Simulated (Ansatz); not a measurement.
For AlP (model structure, within 0.1 Å of P6₄22, No. 181, 6 atoms in the cell), PBEsol (Ansatz, a program for electronic structure, plane waves, PAW) gives:

```
Item                    Value
---------------  ------------
cohesive energy  4.26 eV/atom
band gap              0.84 eV
```

**Question.** What does PBE-D3(BJ) in Ansatz (plane waves, PAW) give for the same quantities?

**Answer.** 
- cohesive energy: 4.22 eV/atom (falls by 0.04 eV/atom)
- band gap: 0.92 eV (increases by 0.08 eV)

Changes are worked out from the printed values.

Unless a cell is named, each level is at its own relaxed cell (PBEsol 18.19, PBE-D3(BJ) 18.00 Å³/atom).

Density-functional gaps are differences of (generalised) Kohn–Sham levels.

Ansatz's density-functional and Hartree–Fock values are scalar-relativistic unless marked +SOC, with PAW data made under PBE.

A model structure was made by putting elements into a prototype or built by hand; it is no filed structure, need not be a known phase, and can be a saddle point held by its symmetry.
